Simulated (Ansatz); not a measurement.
The parent structure is Zr in the hcp (Mg type) structure (space group P6_3/mmc, No. 194; relaxed with 0.1 eV smearing).

```yaml
crystal:
  lattice:
    - [3.18249, 0.00000, 0.00000]
    - [-1.59125, 2.75612, 0.00000]
    - [0.00000, 0.00000, 5.12352]
  atoms:
    - { symbol: Zr, position: [0.66667, 0.33333, 0.75000] }
    - { symbol: Zr, position: [0.33333, 0.66667, 0.25000] }
```

Cartesian axes are those of the cell as printed.

Calculations: Ansatz (an electronic-structure program) PBEsol, scalar-relativistic without spin-orbit coupling.

Now apply this change: a pure shear with ε_xz = ε_zx = 0.0143; the atoms relax in the strained cell.

**Question.** Predict the stress tensor and what it implies for the stiffness.

**Answer.** Stress of the strained cell less that of the base (GPa, compression positive):
```
    0.0     0.0    -0.6
    0.0    -0.1     0.0
   -0.6     0.0     0.0
```

Then −Δσ/γ with γ = 2ε = 0.0286 gives secant stiffness values (nonlinear terms included at this strain): C55 ≈ 22 GPa.

Stability against distortions was not tested. The final runs are not spin-polarised.
